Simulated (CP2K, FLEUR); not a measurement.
A FLEUR input for a self-consistent single point of CuAgO2 (Pmmm, 4 atoms in the cell) (DFT, PBEsol, all-electron FLAPW (FLEUR), scalar-relativistic valence):

Input of the input generator:

```
CuAgO2 FLAPW
&input film=f /
5.3547657413 0.0000000000 0.0000000000
0.0000000000 6.3765954589 0.0000000000
0.0000000000 0.0000000000 10.2747149499
1.0
1.0 1.0 1.0

4
29 0.5000000000 0.5000000000 0.5000000000
47 0.0000000000 0.0000000000 0.0000000000
8 0.0000000000 0.5000000000 0.2708500000
8 0.0000000000 0.5000000000 0.7291500000

&comp jspins=1 /
&exco xctyp='PBEs' /
&kpt div1=10 div2=9 div3=6 gamma=t /
&end /
```

```xml
<?xml version="1.0" encoding="UTF-8" standalone="no"?>
<fleurInput fleurInputVersion="0.39">
   <comment>
      CuAgO2 FLAPW                                                                                        
   </comment>
   <calculationSetup>
      <cutoffs Kmax="4.8" Gmax="14.4" GmaxXC="14.4" numbands="0"/>
      <scfLoop itmax="80" minDistance="0.00001" maxIterBroyd="15" imix="Anderson" alpha="0.05" precondParam="0.0" spinf="2.0"/>
      <coreElectrons ctail="T" frcor="F" kcrel="0" coretail_lmax="0"/>
      <xcFunctional name="PBEs" relativisticCorrections="F"/>
      <magnetism jspins="1"/>
      <soc l_soc="F" theta="0.0" phi="0.0" spav="F"/>
      <expertModes spex="0" secvar="F"/>
      <geometryOptimization l_f="T" forcealpha="1.0" forcemix="BFGS" epsdisp="0.00001" epsforce="0.00001"/>
      <ldaU l_linMix="F" mixParam="0.05" spinf="1.0"/>
   </calculationSetup>
   <cell>
      <bzIntegration valenceElectrons="40.0" mode="hist" fermiSmearingEnergy="0.00367493">
         <kPointListSelection listName="default-1"/>
         <!-- k-points included here -->
         <xi:include xmlns:xi="http://www.w3.org/2001/XInclude" href="kpts.xml"> </xi:include>
      </bzIntegration>
      <!-- symmetry operations included here -->
      <xi:include xmlns:xi="http://www.w3.org/2001/XInclude" href="sym.xml"> </xi:include>
      <bulkLattice scale="1.0">
         <bravaisMatrix>
            <row-1>    5.3547657412999996     0.0000000000000000     0.0000000000000000</row-1>
            <row-2>    0.0000000000000000     6.3765954588999998     0.0000000000000000</row-2>
            <row-3>    0.0000000000000000     0.0000000000000000    10.2747149498999999</row-3>
         </bravaisMatrix>
      </bulkLattice>
   </cell>
   <atomSpecies>
      <species name="Copper (Cu)" element="Cu" atomicNumber="29">
         <mtSphere radius="2.08" gridPoints="735" logIncrement="0.017"/>
         <atomicCutoffs lmax="8" lnonsphr="6"/>
         <electronConfig flipSpins="F">
            <coreConfig>(1s1/2) (2s1/2) (2p1/2) (2p3/2) (3s1/2) (3p1/2) (3p3/2)</coreConfig>
            <valenceConfig>(4s1/2) (3d3/2) (3d5/2)</valenceConfig>
            <stateOccupation state="(4s1/2)" spinUp="0.5" spinDown="0.5"/>
         </electronConfig>
         <energyParameters s="4" p="4" d="3" f="4"/>
         <lo type="HELO" l="2" n="4" eDeriv="0"/>
      </species>
      <species name="Silver (Ag)" element="Ag" atomicNumber="47">
         <mtSphere radius="2.45" gridPoints="863" logIncrement="0.015"/>
         <atomicCutoffs lmax="10" lnonsphr="8"/>
         <electronConfig flipSpins="F">
            <coreConfig>(1s1/2) (2s1/2) (2p1/2) (2p3/2) (3s1/2) (3p1/2) (3p3/2) (4s1/2) (3d3/2) (3d5/2)</coreConfig>
            <valenceConfig>(4p1/2) (4p3/2) (5s1/2) (4d3/2) (4d5/2)</valenceConfig>
            <stateOccupation state="(5s1/2)" spinUp="0.5" spinDown="0.5"/>
         </electronConfig>
         <energyParameters s="5" p="5" d="4" f="4"/>
         <lo type="SCLO" l="1" n="4" eDeriv="0"/>
         <lo type="HELO" l="2" n="5" eDeriv="0"/>
      </species>
      <species name="Oxygen (O)" element="O" atomicNumber="8">
         <mtSphere radius="1.18" gridPoints="417" logIncrement="0.025"/>
         <atomicCutoffs lmax="6" lnonsphr="4"/>
         <electronConfig flipSpins="F">
            <coreConfig>(1s1/2)</coreConfig>
            <valenceConfig>(2s1/2) (2p1/2) (2p3/2)</valenceConfig>
            <stateOccupation state="(2p1/2)" spinUp="0.6666666666667" spinDown="0.6666666666667"/>
            <stateOccupation state="(2p3/2)" spinUp="1.3333333333333" spinDown="1.3333333333333"/>
         </electronConfig>
         <energyParameters s="2" p="2" d="3" f="4"/>
      </species>
   </atomSpecies>
   <atomGroups>
      <atomGroup species="Copper (Cu)">
         <relPos label="                   1">1.000/2.000 1.000/2.000 1.000/2.000</relPos>
         <force calculate="T" relaxXYZ="TTT"/>
      </atomGroup>
      <atomGroup species="Silver (Ag)">
         <relPos label="                   2">.0000000000 .0000000000 .0000000000</relPos>
         <force calculate="T" relaxXYZ="TTT"/>
      </atomGroup>
      <atomGroup species="Oxygen (O)">
         <relPos label="                   3">.0000000000 1.000/2.000 .2708500000</relPos>
         <relPos label="                   4">.0000000000 1.000/2.000 -.2708500000</relPos>
         <force calculate="T" relaxXYZ="TTT"/>
      </atomGroup>
   </atomGroups>
   <output dos="F" band="F" slice="F">
      <checks vchk="F" cdinf="F"/>
      <bandDOS minEnergy="-.5*Htr" maxEnergy="0.5*Htr" sigma="0.015" storeEVData="T"/>
      <vacuumDOS vacdos="F" integ="F" star="F" nstars="0" locx1="0.0" locy1="0.0" locx2="0.0" locy2="0.0" nstm="0" tworkf="0.0"/>
      <unfoldingBand unfoldBand="F" supercellX="1" supercellY="1" supercellZ="1"/>
      <plotting iplot="0" polar="F">
         <plot TwoD="T" vec1="  1.0  0.0  0.0" vec2="  0.0  1.0  0.0" vec3="  0.0  0.0  1.0" zero="  0.0  0.0  0.0" file="plot"/>
      </plotting>
      <chargeDensitySlicing numkpt="0" minEigenval="0.0" maxEigenval="0.0" nnne="0" pallst="F"/>
      <specialOutput eonly="F"/>
      <magneticCircularDichroism mcd="F" energyLo="-10.0" energyUp="0.0"/>
   </output>
  <!-- We include the file relax.xml here to enable relaxations (see documentation) -->
  <xi:include xmlns:xi="http://www.w3.org/2001/XInclude" href="relax.xml"> <xi:fallback/> </xi:include>
</fleurInput>
```

Problem. Write the same calculation as an input for CP2K.

Solution. One input that does it (others would too):

```
&GLOBAL
  PROJECT run
  RUN_TYPE ENERGY_FORCE
  PRINT_LEVEL LOW
&END GLOBAL
&FORCE_EVAL
  METHOD Quickstep
  STRESS_TENSOR ANALYTICAL
  &DFT
    BASIS_SET_FILE_NAME BASIS_MOLOPT
    POTENTIAL_FILE_NAME GTH_POTENTIALS
    &QS
      METHOD GPW
      EPS_DEFAULT 1E-10
    &END QS
    &MGRID
      CUTOFF 600
      REL_CUTOFF 60
      NGRIDS 5
    &END MGRID
    &SCF
      SCF_GUESS ATOMIC
      EPS_SCF 1E-6
      MAX_SCF 100
      ADDED_MOS 7
      &DIAGONALIZATION
        ALGORITHM STANDARD
      &END DIAGONALIZATION
      &MIXING
        METHOD BROYDEN_MIXING
        ALPHA 0.2
        NBUFFER 12
      &END MIXING
      &SMEAR ON
        METHOD FERMI_DIRAC
        ELECTRONIC_TEMPERATURE [K] 1160.45
      &END SMEAR
    &END SCF
    &KPOINTS
      SCHEME MONKHORST-PACK 10 9 6
      GAMMA_CENTERED T
    &END KPOINTS
    &XC
      &XC_FUNCTIONAL
        &PBE
          PARAMETRIZATION PBESOL
        &END PBE
      &END XC_FUNCTIONAL
    &END XC
    &PRINT
      &MO
        EIGENVALUES T
        OCCUPATION_NUMBERS T
        NDIGITS 8
        FILENAME mo
        &EACH
          QS_SCF 0
        &END EACH
        ADD_LAST NUMERIC
      &END MO
      &MULLIKEN OFF
      &END MULLIKEN
    &END PRINT
  &END DFT
  &SUBSYS
    &CELL
      A 2.83362000 0.00000000 0.00000000
      B 0.00000000 3.37434900 0.00000000
      C 0.00000000 0.00000000 5.43714500
      PERIODIC XYZ
    &END CELL
    &COORD
      SCALED
      Cu       0.50000000     0.50000000     0.50000000
      Ag       0.00000000     0.00000000     0.00000000
      O        0.00000000     0.50000000     0.27085000
      O        0.00000000     0.50000000     0.72915000
    &END COORD
    &KIND Cu
      BASIS_SET DZVP-MOLOPT-SR-GTH
      POTENTIAL GTH-PBE-q11
    &END KIND
    &KIND Ag
      BASIS_SET DZVP-MOLOPT-SR-GTH
      POTENTIAL GTH-PBE-q11
    &END KIND
    &KIND O
      BASIS_SET DZVP-MOLOPT-SR-GTH
      POTENTIAL GTH-PBE-q6
    &END KIND
  &END SUBSYS
  &PRINT
    &FORCES ON
    &END FORCES
    &STRESS_TENSOR ON
    &END STRESS_TENSOR
  &END PRINT
&END FORCE_EVAL
```

Basis, cutoffs, solver keys and any potentials are the target program's own. This input uses DFT PBEsol, GPW, DZVP-MOLOPT-SR-GTH basis, GTH-PBE potentials (GTH_POTENTIALS).

The starting cell comes from a database of computed structures (which also holds hypothetical and non-ambient phases and stackings), without a prior relaxation at this level. Its lattice was rescaled by a random factor within 2.5 % of one.
